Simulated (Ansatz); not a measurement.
**A computed series for CdSe: pressure series**

The parent structure is CdSe in the zinc blende structure (space group F-43m, No. 216; a = 6.1964 Å).

Cell and atoms are relaxed at each pressure.

Levels (all Ansatz, a quantum-chemistry and plane-wave program, PAW, earlier PAW set): PBE (420 eV, no spin-orbit coupling); r2SCAN (500 eV, no SOC).

The base cell above is that of PBE; each level relaxes its own structures.

```csv
case,"band gap, PBE","band gap, r2SCAN"
pressure −2 GPa,0.39 eV,0.94 eV
pressure −1 GPa,0.44 eV,0.99 eV
pressure 0.3 GPa,0.51 eV,1.05 eV
pressure 0.7 GPa,0.52 eV,1.06 eV
pressure 1.5 GPa,0.56 eV,1.09 eV
pressure 3 GPa,0.61 eV,1.15 eV
pressure 5 GPa,0.68 eV,1.21 eV
pressure 7.5 GPa,0.75 eV,1.28 eV
pressure 10 GPa,0.81 eV,1.34 eV
```

PBE lies below r2SCAN in every row, by 0.53 eV to 0.55 eV. They put the cases in the same order.

Load acts through the strain it causes; cell and atoms are relaxed under it. Whether these cells are dynamically stable was not tested. Tetrahedral semiconductors of this kind turn to denser phases somewhere between about 1 and 50 GPa; those were not computed, so compressed cells here can lie past the real transition.
